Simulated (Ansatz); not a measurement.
**Hypothetical simple cubic Ru, response to strain**

The parent structure is Ru in the simple cubic structure (space group Pm-3m, No. 221; a hypothetical phase, not in the database extracts checked; relaxed with 0.1 eV smearing).

```yaml
crystal:
  lattice:
    - [2.48112, 0.00000, 0.00000]
    - [0.00000, 2.48112, 0.00000]
    - [0.00000, 0.00000, 2.48112]
  atoms:
    - { symbol: Ru, position: [0.00000, 0.00000, 0.00000] }
```

Cartesian axes are those of the cell as printed.

Strains are applied to the cell and any free atomic positions relax; under biaxial strain the out-of-plane vector relaxes too; under stress the whole cell relaxes.

Calculations: DFT with PBEsol, PAW potentials and a 420 eV plane-wave cutoff in Ansatz (a program for electronic structure), spin-orbit coupling left out.

Candidates:
(a) biaxial strain +4.29 %, plane normal [111], relaxed out of plane
(b) uniaxial stress, 0.5 GPa compression along z
(c) uniaxial stress, 2 GPa compression along z
(d) biaxial strain −0.96 %, plane normal [110], relaxed out of plane

Notes on the quantities. energy relative to the base: free energy F.

Q: Order them by energy relative to the base, lowest first.

A: (b) uniaxial stress, 0.5 GPa compression along z (+0.1 meV/atom), (c) uniaxial stress, 2 GPa compression along z (+0.8 meV/atom), (d) biaxial strain −0.96 %, plane normal [110], relaxed out of plane (+1.5 meV/atom), (a) biaxial strain +4.29 %, plane normal [111], relaxed out of plane (+13 meV/atom)

Stability under load was not tested beyond the relaxation. All final runs are without spin polarisation.
